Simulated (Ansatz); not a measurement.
## BN, response to strain

Consider BN (space group P6_3/mmc, No. 194; layered, stacked along the Cartesian z axis).

```yaml
crystal:
  lattice:
    - [2.50046, 0.00000, 0.00000]
    - [-1.25023, 2.16546, 0.00000]
    - [0.00000, 0.00000, 6.41169]
  atoms:
    - { symbol: B, position: [0.66667, 0.33333, 0.25000] }
    - { symbol: B, position: [0.33333, 0.66667, 0.75000] }
    - { symbol: N, position: [0.33333, 0.66667, 0.25000] }
    - { symbol: N, position: [0.66667, 0.33333, 0.75000] }
```

Cartesian axes are those of the cell as printed.

Strains are applied to the cell and any free atomic positions relax; under biaxial strain the out-of-plane vector relaxes too.

Method: PBEsol-D3(BJ), PAW, 420 eV (Ansatz, a quantum-chemistry and plane-wave program; spin-orbit coupling left out).

Notes on the quantities. in-plane stress: mean in-plane stress (compression positive).

```csv
change,shortest interatomic distance,smallest direct gap,in-plane stress
base,1.444 Å,4.49 eV,–
"biaxial strain −3.00 %, plane normal [001], relaxed out of plane",1.400 Å,4.72 eV,+39.3 GPa
"biaxial strain −2.40 %, plane normal [001], relaxed out of plane",1.409 Å,4.68 eV,+30.5 GPa
"biaxial strain −1.80 %, plane normal [001], relaxed out of plane",1.418 Å,4.63 eV,+22.2 GPa
"biaxial strain −1.20 %, plane normal [001], relaxed out of plane",1.426 Å,4.58 eV,+14.3 GPa
"biaxial strain −0.60 %, plane normal [001], relaxed out of plane",1.435 Å,4.54 eV,+7.0 GPa
```

Whether these cells are dynamically stable was not tested.
